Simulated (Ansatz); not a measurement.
The parent structure is CuI in the zinc blende structure (space group F-43m, No. 216; a = 6.023 Å). Axes: x, y, z lie along the cube axes.

Calculations: r2SCAN/PAW in Ansatz (a quantum-chemistry and plane-wave program), scalar-relativistic without spin-orbit coupling.

Modification: every lattice vector is stretched by 1.00 %; the atoms relax in the strained cell.

Predict the stress tensor and what it implies for the stiffness.

Stress of the strained cell less that of the base (GPa, compression positive):
```
  -1.21    0.00    0.00
   0.00   -1.21    0.00
   0.00    0.00   -1.21
```

Then B = −ΔP/(ΔV/V₀) with ΔV/V₀ = 0.0303 gives secant stiffness values (nonlinear terms included at this strain): B ≈ 40 GPa.

Whether these cells are dynamically stable was not tested. All final runs are without spin polarisation.
